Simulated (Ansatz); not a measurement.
# Volume per atom of Y2Ge (model structure, started from the Cu2Sb type, P4/nmm, No. 129, 6 atoms in the cell) at several levels of theory

No measured value is used here.

```json
[
 {"level (code)": "PBE (Ansatz)", "value (Å³/atom)": "?"},
 {"level (code)": "PBEsol (Ansatz)", "value (Å³/atom)": "24.73"},
 {"level (code)": "PBE-D3(BJ) (Ansatz)", "value (Å³/atom)": "24.86"}
]
```

Problem. Fill in the missing entries.

Solution. 
- PBE (Ansatz, an electronic-structure program), value (Å³/atom): 25.81

Ansatz's density-functional and Hartree–Fock values are scalar-relativistic unless marked +SOC, with PAW data made under PBE.

A model structure was made by putting elements into a prototype or built by hand; it is no filed structure, need not be a known phase, and can be a saddle point held by its symmetry.
